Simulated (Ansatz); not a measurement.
Consider an 8-atom supercell of MnSi (space group P2_13, No. 198; a = 4.471 Å; ferromagnetic) at its relaxed geometry.

Computed with Ansatz (a quantum-chemistry and plane-wave program) PBEsol, spin-orbit coupling left out, earlier PAW set.

One neutral defect a cell, atoms relaxed at fixed cell.

One change was made to it. Results:

```tsv
quantity	base	after
largest displacement of a host atom from its site in the perfect cell	–	0.12 Å
pressure	0.0 GPa	-5.2 GPa
```

Q: Which of these changes matches the shifts?
(A) Mn vacancy, symmetric start
(B) Hg on a Mn site
(C) Si vacancy

A: C, Si vacancy. For comparison, the pressure in the other runs: Hg on a Mn site gives 29.5 GPa; Mn vacancy, symmetric start gives -9.2 GPa.

Other magnetic orders, which the real material may have, were not ruled out. The cell is small, so the values are those of an ordered compound at a high defect concentration; dilute-limit values will differ. Defects with a symmetric start kept the site's symmetry and may sit on a saddle; the others started slightly shaken.
